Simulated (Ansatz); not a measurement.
# InP: response to strain

Start from InP in the zinc blende structure (space group F-43m, No. 216; a = 5.9070 Å). Axes: x, y, z lie along the cube axes.

Strains are applied to the cell and any free atomic positions relax; under biaxial strain the out-of-plane vector relaxes too.

Method: r2SCAN in Ansatz (plane waves to 500 eV, PAW, scalar-relativistic without spin-orbit coupling).

Notes on the quantities. energy relative to the base: free energy F.

| biaxial strain, plane normal [001], relaxed out of plane (%) | energy relative to the base (meV/atom) |
|---|---|
| 0 | 0.0 |
| 0.5 | 0.4 |
| 1 | 1.5 |
| 1.5 | 3.3 |
| 2 | ? |
| 2.5 | 8.9 |
| 3 | 12.6 |

### Question
Fit ΔE = Aε² + Bε³ (ε in %) to the rows shown and predict the withheld row.

### Answer
Least squares on the printed values gives A = 1.54 and B = -0.047 meV/atom (largest residual 0.0 meV/atom); this predicts 5.8 meV/atom, and the run gives 5.7 meV/atom, in agreement.

Whether these cells are dynamically stable was not tested.

Ansatz is a quantum-chemistry and plane-wave program.
